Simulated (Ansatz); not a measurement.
Consider CaF₂ in the fluorite structure (space group Fm-3m, No. 225).

```
CELL_PARAMETERS angstrom
      0.00000     2.71957     2.71957
      2.71957     0.00000     2.71957
      2.71957     2.71957     0.00000
ATOMIC_POSITIONS crystal
  Ca 0.00000 0.00000 0.00000
  F  0.25000 0.25000 0.25000
  F  0.75000 0.75000 0.75000
```

All numbers come from Kohn–Sham DFT with the r2SCAN functional, run in Ansatz (a program for electronic structure) with PAW and 500 eV plane waves, spin-orbit coupling left out.

One change was made to it. Results:

```json
[
 {"quantity": "shortest interatomic distance", "base": "2.355 Å", "after": "2.197 Å"},
 {"quantity": "band gap", "base": "8.03 eV", "after": "9.36 eV"},
 {"quantity": "gap character", "base": "indirect, X → Γ", "after": "direct at X"}
]
```

Task: Which change produced these results?
(A) pressure 30 GPa
(B) pressure 4.2 GPa
(C) pressure −1 GPa
(D) pressure 9 GPa

Result: A, pressure 30 GPa. For comparison, the band gap in the other runs: pressure 4.2 GPa gives 8.29 eV; pressure 9 GPa gives 8.55 eV; pressure −1 GPa gives 7.96 eV.

Load acts through the strain it causes; cell and atoms are relaxed under it. No phonon test of stability was made. No other phases were tried under pressure.
